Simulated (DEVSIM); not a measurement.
System: illuminated GaAs p-on-n cell, one wavelength, at 300 K.

Layer 1 from the left is GaAs, thickness (μm) 0.880, Na (cm⁻³) 1.7e18, τn (s) 1.6e-10, τp (s) 1.9e-11, absorption coefficient (cm⁻¹) 41000. Layer 2 from the left is GaAs, thickness (μm) 3.60, Nd (cm⁻³) 6.6e16, τn (s) 9.7e-10, τp (s) 9.7e-10, absorption coefficient (cm⁻¹) 41000.

Left contact: ohmic, minority electron recombination velocity 50 cm/s. Right contact: ohmic, minority hole recombination velocity 600 cm/s. Voltage is applied to the left contact. Recombination: SRH at mid-gap, radiative, Auger. Light enters at the left, 2.7e18 photons cm⁻² s⁻¹, one pass, no reflection. Mobility is constant in doping.

This is a model device: material constants are rounded textbook-type values typed into the input, and sizes, dopings and lifetimes were drawn at random. Values at 300 K.

GaAs: gap (eV) 1.424, affinity (eV) 4.07, permittivity 12.9, Nc (cm⁻³) 4.7e17, Nv (cm⁻³) 9e18, μn (cm²/Vs) 8500, μp (cm²/Vs) 400, B (cm³/s) 2e-10, Cn (cm⁶/s) 1e-30, Cp (cm⁶/s) 1e-30.

Model (solved in DEVSIM): 1D drift-diffusion, Boltzmann statistics, complete ionisation; no tunnelling, impact ionisation, image-force lowering or self-heating.

Dark forward current:

```
|V| (V)  |J| (A/cm²)
-------  -----------
0.05       2.687e-10
0.10       9.337e-10
0.15        2.696e-9
0.20        7.442e-9
0.25        2.027e-8
0.30        5.496e-8
0.35        1.490e-7
0.40        4.045e-7
0.45        1.100e-6
0.50        2.998e-6
0.55        8.194e-6
0.60        2.248e-5
0.65        6.195e-5
0.70       0.0001719
0.75       0.0004820
0.80        0.001377
0.85        0.004074
0.90         0.01289
0.95         0.04577
1.00          0.1920
1.05          0.9617
1.10           5.524
1.15           33.93
1.20           199.1
1.25           937.5
1.30            3482
```

Question: Work out the local ideality factor n = ΔV / (kT/q · ln(J2/J1)) between the rows 0.15 and 0.20 V, 1.10 and 1.15 V, 1.25 and 1.30 V.

Answer: kT/q = 25.85 mV. From 0.15 to 0.20 V: ln(7.442e-9/2.696e-9) = 1.015, n = 1.90, near the 2 of recombination in the depletion region. From 1.10 to 1.15 V: ln(33.93/5.524) = 1.815, n = 1.07, near the 1 of diffusion or emission over a barrier. From 1.25 to 1.30 V: ln(3482/937.5) = 1.312, n = 1.47; the layers' resistance at their doping, Σ W/(qμN) = 4.8e-6 Ω cm², would take 12 mV of this step of 50 mV.

Question: What current could the absorbed light give at most, and what share is collected?

Answer: Σ αd = 18.4, so qΦ(1 − exp(−Σ αd)) = 433 mA/cm². The simulated short-circuit current is 391.6 mA/cm², a share of 0.91.

Question: Estimate the open-circuit voltage by superposition: the voltage at which the dark current equals that short-circuit current.

Answer: Interpolating ln J in the table gives 1.022 V. The simulation gives 1.023 V, the same within the digits that matter. Superposition holds where collection doesn't change with voltage.

Question: Estimate the fill factor from FF0 = (v − ln(v + 0.72))/(v + 1), v = qVoc/(nkT), with n from the dark curve.

Answer: The rows about Voc, 1.00 and 1.05 V, give n = 1.20, so v = 33.0 and FF0 = 0.867. The simulation gives 0.851; the estimate lies 1.9 % above.
